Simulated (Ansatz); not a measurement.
Worked example: self-consistent single point of ScAl3 (Pm-3m, 4 atoms in the cell) in Ansatz (a quantum-chemistry and plane-wave program).

Computed with PBE (plane waves, PAW; Ansatz).

The change in words: lattice scaled by 0.98. Reference geometry:
```
ScAl3
1.0
    3.99788     0.00000     0.00000
    0.00000     3.99788     0.00000
    0.00000     0.00000     3.99788
Sc Al
1 3
Direct
  0.00000   0.00000   0.00000
  0.50000   0.00000   0.50000
  0.00000   0.50000   0.50000
  0.50000   0.50000   0.00000
```

Reference input (self-consistent single point, DFT, PBE, plane waves, default PAW files): kpoints.mp_grid.grid = 7 7 7; hamiltonian.xc = pbe; hamiltonian.pseudopotentials = {kind: paw} (the program's default PAW files); scf.occupations.method = fermi_dirac; scf.occupations.width = 0.0073 Ry. This run's input differs from it in these lines:

```diff
@@ -2,5 +2,5 @@
   lattice:
-    - [3.99787800, 0.00000000, 0.00000000]
-    - [0.00000000, 3.99787800, 0.00000000]
-    - [0.00000000, 0.00000000, 3.99787800]
+    - [3.91792000, 0.00000000, 0.00000000]
+    - [0.00000000, 3.91792000, 0.00000000]
+    - [0.00000000, 0.00000000, 3.91792000]
   atoms:
```

The program printed (abridged):

```
SCF iter   1: F=—  HF=-3749.753766 eV  |F-HF|=—  |Δ(HF+E_count)|=         —  Δρ=2.73e-3  dr2=1.29e-2  ethr=1.77e-3  ⟨swp⟩=5.2  Hψ=1636  notcnv=0
all-band conjugate gradients solve this SCF's bands
preconditioner: auto → Kerker (q_TF=auto, 2.271 Å⁻¹)
SCF iter   2: F=—  HF=-3749.751274 eV  |F-HF|=—  |Δ(HF+E_count)|=   2.49e-3  Δρ=1.56e-3  dr2=3.62e-3  ethr=6.46e-5  ⟨swp⟩=1.0  Hψ=440  notcnv=0
SCF iter   3: F=—  HF=-3749.750199 eV  |F-HF|=—  |Δ(HF+E_count)|=   1.07e-3  Δρ=4.88e-4  dr2=3.24e-4  ethr=1.81e-5  ⟨swp⟩=2.7  Hψ=403  notcnv=0
SCF iter   4: F=—  HF=-3749.750110 eV  |F-HF|=—  |Δ(HF+E_count)|=   8.90e-5  Δρ=9.32e-5  dr2=4.97e-6  ethr=1.62e-6  ⟨swp⟩=2.0  Hψ=391  notcnv=0
SCF iter   5: F=—  HF=-3749.750077 eV  |F-HF|=—  |Δ(HF+E_count)|=   3.34e-5  Δρ=1.27e-5  dr2=8.09e-8  ethr=2.49e-8  ⟨swp⟩=2.1  Hψ=380  notcnv=0
SCF iter   6: F=-3749.750077 eV  HF=-3749.750077 eV  |F-HF|=1.24e-9  |Δ(HF+E_count)|=   1.72e-8  Δρ=2.06e-6  dr2=2.81e-9  ethr=4.04e-10  ⟨swp⟩=2.1  Hψ=924  notcnv=0
SCF 1 converged in 6 iterations: F = -3749.750077 eV  dr2 = 2.81e-9
Free energy (F): -3749.750077 eV
Internal energy: -3749.713186 eV  (E = F + TS)
E sigma→0 (E₀):  -3749.731632 eV
Entropy (-TS):   -0.036891 eV (-9.223 meV/atom)
Fermi energy:    10.637647 eV
--- Forces (eV/Å), atoms counted from 1 ---
  atom   1  Sc    -0.00000000    -0.00000000     0.00000000
   [... zero for the other atoms too ...]
--- Stress (GPa, compression-positive) ---
       16.197515       0.000000       0.000000
       -0.000000      16.197515       0.000000
        0.000000       0.000000      16.197515
  P = ⅓ Tr σ = 16.1975 GPa (161.975 kbar)
  The stress holds the Pulay correction. Without it, at fixed plane waves, as pw.x and ABINIT print it: P = 16.1282 GPa
```

The run converged in 6 iterations. Against the reference run the free energy rises by 70.3 meV/atom and the pressure goes from 8.15 to 16.20 GPa.

The starting cell comes from a database of computed structures (which also holds hypothetical and non-ambient phases and stackings), without a prior relaxation at this level. Its lattice was rescaled by a random factor within 2.5 % of one. For this run, on top of that: lattice scaled by 0.98. With a pressure of about 16 GPa the cell is away from its equilibrium volume at this level. Ansatz's pressure includes its estimate of the finite-basis (Pulay) stress.

Keys are those of Ansatz 0.2.
